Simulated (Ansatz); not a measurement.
Take C in the graphite type structure (space group P6_3/mmc, No. 194; a = 2.458 Å, c = 6.563 Å; layered, stacked along the Cartesian z axis) as the base. Axes: x lies along a and z along c of the hexagonal cell.

Method: PBEsol-D3(BJ)/PAW in Ansatz (an electronic-structure program), scalar-relativistic without spin-orbit coupling.

For the base:

```
Item              Result
---------------  -------
Volume per atom  8.59 Å³
```

The change: uniaxial stress, 0.5 GPa compression along z, with the cell and atoms free to relax against it.

**Question.** What happens to the volume per atom and energy relative to the base?

**Answer.** The volume per atom falls by 0.11 Å³ to 8.48 Å³; the energy is nearly the same.

A case with no gap was solved on a k-mesh chosen for an insulator, which is coarse for it. Load acts through the strain it causes; cell and atoms are relaxed under it. Beyond what the load breaks, stability against distortions was not tested.
